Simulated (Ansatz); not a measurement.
DyC2 (I4/mmm, No. 139; cell taken from a computed entry) was calculated with r²SCAN-D4 (PAW; Ansatz, a program for electronic structure).

Numerical settings: plane-wave cutoff 500 eV, 16×16×16 k mesh, Fermi–Dirac smearing 0.05 eV, spin-polarised start, scalar-relativistic PAW data made under PBE.

Computed at the level's own relaxed cell.

**Question.** Give the computed equilibrium volume per atom, equilibrium lattice constant a and lattice parameter c.

**Answer.** 
* **equilibrium volume per atom**: 14.15 Å³/atom
* **equilibrium lattice constant a**: 3.692 Å
* **lattice parameter c**: 6.227 Å

Note: the magnetic order was assumed, not searched for or taken from measurement; the relaxation could not lower the start's symmetry, so the cell can be a saddle point above a distorted one; the 4f shell is treated without U or exact exchange, so its levels and filling can be wrong.

Spin–orbit coupling is not included.

The computed numbers hold no vibrational or temperature effects.
